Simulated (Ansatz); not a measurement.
The starting structures come from a database of crystals and need not be the phases stable at ambient conditions.

The decay constant κ of evanescent states in the gap governs leakage through a thin film.

Consider the following.

```
BaPb2F5I
1.0
    6.06565     0.00000     0.00000
    0.00000    11.67579     0.01917
    0.00000     3.14263     5.18807
Ba Pb I F
2 4 2 10
Cartesian
  3.03283   1.57132   2.59403
  0.00000   0.00000   0.00000
  0.00000   4.21278   0.99399
  3.03283   9.03433   1.61922
  3.03283   5.41752   3.81007
  0.00000  10.97221   3.99120
  3.03283   5.83789   0.00959
  0.00000   7.40921   2.60362
  0.00000  12.94984   2.79327
  3.03283   3.43989   5.00800
  4.46251  12.53968   4.91605
  4.46251  10.87849   2.17365
  1.60315  10.87849   2.17365
  1.60315  12.53968   4.91605
  4.63597   2.36861   0.43956
  4.63597   3.85006   2.88522
  1.42968   3.85006   2.88522
  1.42968   2.36861   0.43956
```

Space group of this cell: P4/nmm. The cell was relaxed by PBE-D3(BJ); by r2SCAN its mean pressure is -0.8 GPa.

Transport runs along the normal of the first two printed cell vectors, the (101) plane of the conventional cell.

The gap is the functional's own, uncorrected, and κ follows it; spin-orbit coupling is left out. Mid-gap values are interpolated between the computed energies.

Q: Compute, with r2SCAN (Ansatz, a first-principles code), the band gap and the smallest decay constant κ at mid-gap.

A: Gap 3.45 eV on a 6×6×6 mesh; κ = 0.341 1/Å, at the zone centre.
